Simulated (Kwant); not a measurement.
Device: quantum point contact (saddle potential) in a CdTe two-dimensional gas. Effective mass 0.096 mₑ, grid spacing 7.5 nm, hard walls, nominal width 150 nm (19 grid rows, so walls 150 nm apart), one parabolic valley, scattering region 450 nm long along x; energies count from the band bottom; Fermi energy 0.000938 eV. Potential (V0 + ½k y²) cos²(πx/L) for |x| < L/2, with V0 swept from 0.0009849 to 0 eV, k = 1.6e-06 eV/nm², L = 190 nm.

The device is made up for the run: typed textbook-type constants, with dimensions and the other settings drawn at random.

Kwant, effective-mass tight-binding model on a square grid, one spin, coherent transport at 0 K. Conductance is in e²/h.

Compare with the saddle-point formula G = Σ 1/(1 + exp(−2π(E − V0 − ħωy(n + ½))/ħωx)), taking ħωy = ħ√(k/m) and ħωx from the curvature along x of V0 plus half of the mode's confinement energy.

ħωy = 1.13 meV; at V0 = 0.799 meV the lowest mode has ħωx = 0.685 meV.

```tsv
V0 (meV)	formula	simulation
0.928	0.0082	0.0066
0.799	0.020	0.017
0.671	0.052	0.049
0.542	0.15	0.15
0.414	0.39	0.40
0.285	0.76	0.78
```

The formula takes a parabolic saddle in the continuum; the run has the full potential on a grid.
